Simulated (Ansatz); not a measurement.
PbSe: Pb → Pt

The reference is PbSe in the rock salt structure (space group Fm-3m, No. 225; a = 6.1015 Å).

Perturbation: every Pb is replaced by Pt; the structure is relaxed again.

Computed with Ansatz (a program for electronic structure), PBEsol, PAW, cutoff 420 eV, spin-orbit coupling left out, earlier PAW set. Γ-centred 15×15×15 mesh, Fermi–Dirac width 0.05 eV, for the changed cell.

```
quantity                                  base          changed        shift
-----------------------------  ---------------  ---------------  -----------
density                             8.37 g/cm³      12.86 g/cm³  +4.49 g/cm³
lattice parameter a                    6.102 Å          5.211 Å    -0.8903 Å
space group                    Fm-3m (No. 225)  Fm-3m (No. 225)            –
shortest interatomic distance          3.051 Å          2.606 Å     -0.445 Å
band gap                               0.17 eV             zero            –
```

Final structure:

```xyz
2
Lattice="0.0000 2.6056 2.6056 2.6056 0.0000 2.6056 2.6056 2.6056 0.0000" Properties=species:S:1:pos:R:3 pbc="T T T"
Se     0.0000     0.0000     0.0000
Pt     2.6056     2.6056     2.6056
```

With Pb present, leaving out spin-orbit coupling can change the band edges. Stability against distortions was not tested. As relaxed here, PtSe is a hypothetical phase, not in the database extracts checked. The final runs are not spin-polarised. The zero or small gap of PbSe can change with the level of theory.
